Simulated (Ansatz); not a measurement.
## Response to strain in ZnSe

Take ZnSe in the zinc blende structure (space group F-43m, No. 216; a = 5.633 Å) as the base. Axes: x, y, z lie along the cube axes.

Strains are applied to the cell and any free atomic positions relax.

All numbers come from PBEsol/PAW in Ansatz (a quantum-chemistry and plane-wave program), no SOC.

```tsv
uniaxial strain ε_zz (%)	band gap (eV)
0	1.24
0.5	1.21
1	?
1.5	1.16
2	1.13
2.5	1.11
3	1.08
```

**Question.** Fit E_g = E₀ + Dε (ε in %) to the rows shown and predict the withheld row.

**Answer.** Least squares on the printed values gives E₀ = 1.24 eV, D = -52.5 meV per % of strain (largest residual 0.00 eV); this predicts 1.19 eV, and the run gives 1.19 eV, in agreement.

Stability against distortions was not tested.
